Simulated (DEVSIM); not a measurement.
Structure: Ni/SiO2/n-Si capacitor, at 300 K.

```tsv
layer (left to right)	material	thickness (nm)	Nd (cm⁻³)
1	SiO2	1.80	-
2	Si	10000	3.2e15
```

Metal gate on the left, work function 5.1 eV. Fixed charge at the semiconductor interface 1e11 cm⁻² (in units of +e); interface traps 6.1e10 cm⁻² eV⁻¹, uniform in energy, neutral level at 0.7 of the gap above the valence band.

Constants are typed, rounded textbook-type inputs, not results; the design itself was drawn at random and stands for no fabricated device. Values at 300 K; Nc and Nv go as T^1.5, mobilities as T to minus their exponent, the gap by Varshni's rule with the affinity fixed.

| parameter | SiO2 | Si |
|---|---|---|
| gap (eV) | 9 | 1.124 |
| affinity (eV) | 0.9 | 4.05 |
| permittivity | 3.9 | 11.7 |
| Nc (cm⁻³) | - | 2.86e19 |
| Nv (cm⁻³) | - | 3.1e19 |
| Varshni α (eV/K) | - | 0.000473 |
| Varshni β (K) | - | 636 |

Simulated with DEVSIM: 1D Poisson equation in equilibrium, Boltzmann statistics, complete ionisation; no quantum confinement or tunnelling. Metal contacts follow the ideal Schottky-Mott rule: no Fermi-level pinning, no interface dipoles.

Base results: flat-band voltage (V) 0.81; threshold voltage (band bending 2φF) (V) 0.14; capacitance of the dielectric stack (μF/cm²) 1.92; minimum of the low-frequency capacitance (μF/cm²) 0.0329.

**Question.** What follows from this one change: gate work function 5.1 → 5.25 eV?

**Answer.** flat-band voltage 0.81 → 0.96 V; threshold voltage (band bending 2φF) 0.14 → 0.29 V; capacitance of the dielectric stack little changed (1.92 μF/cm²); minimum of the low-frequency capacitance little changed (0.0322 μF/cm²).

**Question.** What follows from this one change: substrate doping 3.2e+15 → 3.2e+14 cm^-3?

**Answer.** flat-band voltage 0.81 → 0.75 V; threshold voltage (band bending 2φF) 0.14 → 0.21 V; capacitance of the dielectric stack little changed (1.92 μF/cm²); minimum of the low-frequency capacitance 0.0329 → 0.0178 μF/cm².

**Question.** What follows from this one change: interface trap density 6.1e+10 → 0 cm^-2 eV^-1?

**Answer.** flat-band voltage little changed (0.81 V); threshold voltage (band bending 2φF) little changed (0.14 V); capacitance of the dielectric stack little changed (1.92 μF/cm²); minimum of the low-frequency capacitance 0.0329 → 0.0235 μF/cm².

**Question.** What follows from this one change: SiO2 thickness 0.0018 → 0.00099 μm?

**Answer.** flat-band voltage little changed (0.81 V); threshold voltage (band bending 2φF) 0.14 → 0.15 V; capacitance of the dielectric stack 1.92 → 3.49 μF/cm²; minimum of the low-frequency capacitance little changed (0.0332 μF/cm²).

**Question.** What follows from this one change: temperature 300 → 400 K?

**Answer.** flat-band voltage 0.81 → 0.71 V; threshold voltage (band bending 2φF) 0.14 → 0.26 V; capacitance of the dielectric stack little changed (1.92 μF/cm²); minimum of the low-frequency capacitance 0.0329 → 0.0410 μF/cm².
